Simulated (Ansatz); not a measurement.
## HfO2: response to strain

Start from HfO2 in the fluorite structure (space group Fm-3m, No. 225).

```xyz
3
Lattice="0.0000 2.5219 2.5219 2.5219 0.0000 2.5219 2.5219 2.5219 0.0000" Properties=species:S:1:pos:R:3 pbc="T T T"
Hf     0.0000     0.0000     0.0000
O      1.2609     1.2609     1.2609
O      3.7828     3.7828     3.7828
```

Strains are applied to the cell and any free atomic positions relax.

The values are results of Ansatz (an electronic-structure program), PBEsol, PAW, cutoff 420 eV, spin-orbit coupling left out, not measurements.

Candidates:
(a) isotropic strain −2.50 %
(b) isotropic strain −0.50 %
(c) isotropic strain +3.00 %
(d) isotropic strain +1.50 %

For the base:

* **Band gap**: 3.69 eV

Order them by band gap, highest first.

(a) isotropic strain −2.50 % (3.86 eV), (b) isotropic strain −0.50 % (3.72 eV), (d) isotropic strain +1.50 % (3.58 eV), (c) isotropic strain +3.00 % (3.48 eV)

Spin-orbit coupling, missing from the scalar runs, can matter with Hf. Stability against distortions was not tested. This is not the structure that HfO2 has at room temperature and ambient pressure.
